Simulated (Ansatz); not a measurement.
# Pressure series in Zr

The parent structure is Zr in the hcp (Mg type) structure (space group P6_3/mmc, No. 194; a = 3.231 Å, c = 5.173 Å).

Cell and atoms are relaxed at each pressure.

Calculations: PBE, PAW, 420 eV (Ansatz, an electronic-structure program; no spin-orbit coupling).

```json
[
 {"case": "base", "shortest interatomic distance": "3.189 Å", "c/a ratio": "1.601"},
 {"case": "pressure −2 GPa", "shortest interatomic distance": "3.211 Å", "c/a ratio": "1.599"},
 {"case": "pressure −1 GPa", "shortest interatomic distance": "3.200 Å", "c/a ratio": "1.600"},
 {"case": "pressure 0.9 GPa", "shortest interatomic distance": "3.180 Å", "c/a ratio": "1.602"},
 {"case": "pressure 2.1 GPa", "shortest interatomic distance": "3.168 Å", "c/a ratio": "1.603"},
 {"case": "pressure 4.5 GPa", "shortest interatomic distance": "3.146 Å", "c/a ratio": "1.607"},
 {"case": "pressure 9 GPa", "shortest interatomic distance": "3.109 Å", "c/a ratio": "1.615"},
 {"case": "pressure 15 GPa", "shortest interatomic distance": "3.069 Å", "c/a ratio": "1.627"},
 {"case": "pressure 22.5 GPa", "shortest interatomic distance": "3.011 Å", "c/a ratio": "1.647"},
 {"case": "pressure 30 GPa", "shortest interatomic distance": "2.951 Å", "c/a ratio": "1.671"}
]
```

Load acts through the strain it causes; cell and atoms are relaxed under it. Whether these cells are dynamically stable was not tested. All final runs are without spin polarisation. Measured, Zr leaves this structure (for the ω phase) near 3 GPa (temperature not stated; as listed in C. Cazorla, D. Alfè, M. J. Gillan, Physical Review B (2008)).
